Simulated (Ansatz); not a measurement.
**InAs: element substitutions**

Take InAs in the zinc blende structure (space group F-43m, No. 216; a = 6.0874 Å) as the base.

Each row replaces one element on all its sites; cell and atoms are relaxed.

Level of theory: Ansatz (a quantum-chemistry and plane-wave program), PBEsol, PAW, cutoff 420 eV, no spin-orbit coupling, earlier PAW set.

| case | shortest interatomic distance | band gap |
|---|---|---|
| base | 2.636 Å | zero |
| In → Ru | 2.340 Å | zero |
| In → B | 2.064 Å | 1.08 eV |
| As → Ru | 2.559 Å | zero |
| As → Sb | 2.823 Å | zero |

Spin-orbit coupling, missing from the scalar runs, can matter with Sb. Whether these cells are dynamically stable was not tested. As relaxed here, RuAs and InRu are hypothetical phases, not in the database extracts checked. The final runs are not spin-polarised. An odd electron count without spin: RuAs and InRu. InRu has a high density of states at the Fermi level and may be magnetic at this level. The zero or small gap of InAs and InSb can change with the level of theory.
